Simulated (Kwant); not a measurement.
Device: six-terminal Hall bar in a ZnO two-dimensional gas. Effective mass 0.3 mₑ, grid spacing 5.8 nm, hard walls, nominal width 150 nm (25 grid rows, so walls 150.8 nm apart), one parabolic valley, scattering region 390 nm long along x; energies count from the band bottom; Fermi energy 0.00123 eV. Four side probes 75 nm wide, two on each edge; current runs along x; the sign of the Hall resistance is a convention. Perpendicular field swept from 0.26562 to 5.4186 T, also in the leads; orbital effect alone.

Constants are typed, rounded textbook-type inputs, not results; the design itself was drawn at random and stands for no fabricated device.

Computed with Kwant: effective-mass tight-binding model on a square grid, one spin, coherent transport at 0 K. Resistances are in h/e².

### Question
How many Landau levels lie under the Fermi energy, and what Hall resistance follows, at 1.23 meV and 1.40 T; 1.23 meV and 2.71 T; 1.23 meV and 3.15 T; 1.23 meV and 4.46 T?

### Answer
ħωc = ħeB/m = 0.386 meV a tesla; levels lie at (n + ½)ħωc. E/ħωc = 2.28 gives 2 levels and h/(2e²) = 0.500; simulated 0.500. E/ħωc = 1.18 gives 1 level and h/(1e²) = 1.000; simulated 1.000. E/ħωc = 1.01 gives 1 level and h/(1e²) = 1.000; simulated 1.000. E/ħωc = 0.72 gives 1 level and h/(1e²) = 1.000; simulated 1.000.
